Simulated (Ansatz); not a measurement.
The parent structure is GaN in the zinc blende structure (space group F-43m, No. 216).

```
CELL_PARAMETERS angstrom
      0.00000     2.24904     2.24904
      2.24904     0.00000     2.24904
      2.24904     2.24904     0.00000
ATOMIC_POSITIONS crystal
  N  0.75000 0.75000 0.75000
  Ga 0.00000 0.00000 0.00000
```

Computed with PBEsol/PAW in Ansatz (an electronic-structure program), spin-orbit coupling left out.

Base values:

The gap between the host's bands comes out as 1.70 eV and the gap character is direct at Γ.

Now apply this change: electron doping at 7.0×10^20 cm⁻³ (0.0159 per cell), with a uniform compensating background at fixed cell and a 300 K Fermi–Dirac width.

Question: What does the calculation give for the Fermi level from band edge, gap between the host's bands and gap character after the change?

Answer: The Fermi level relative to the doped band's edge (positive inside the band; to 0.05 eV) comes out as +1.10 eV; the gap between the host's bands drops by 0.01 eV to 1.69 eV; the gap character remains direct at Γ.

Charged cell with a jellium background: band edges are those of the host's band count, energies are not comparable with the neutral cell, and many-body gap narrowing is missing. Whether these cells are dynamically stable was not tested. This is not the structure that GaN has at room temperature and ambient pressure.
